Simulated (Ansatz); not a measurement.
Base system: ZrC in the rock salt structure (space group Fm-3m, No. 225; a = 4.669 Å; relaxed with 0.1 eV smearing). Axes: x, y, z lie along the cube axes.

Method: DFT with PBEsol, PAW potentials and a 420 eV plane-wave cutoff in Ansatz (a program for electronic structure), scalar-relativistic without spin-orbit coupling.

For the base:

Shortest interatomic distance: 4.412 bohr
Band gap: zero

One thing is altered: tensor shear ε_xz = −1.04 % (engineering shear γ = -0.0208); the atoms relax in the strained cell.

How does this affect the stress?

The stress (xx, yy, zz, yz, xz, xy; compression positive) amounts to (0.0, 0.0, 0.0, 0.0, 3.2, 0.0) GPa.

What happens to the energy relative to the base?

The energy grows by 2.7 meV/atom.

Estimate the effect on the shortest interatomic distance.

The shortest interatomic distance remains 4.412 bohr.

Predict the new band gap.

The band gap remains zero.

Stability against distortions was not tested. The final runs are not spin-polarised.
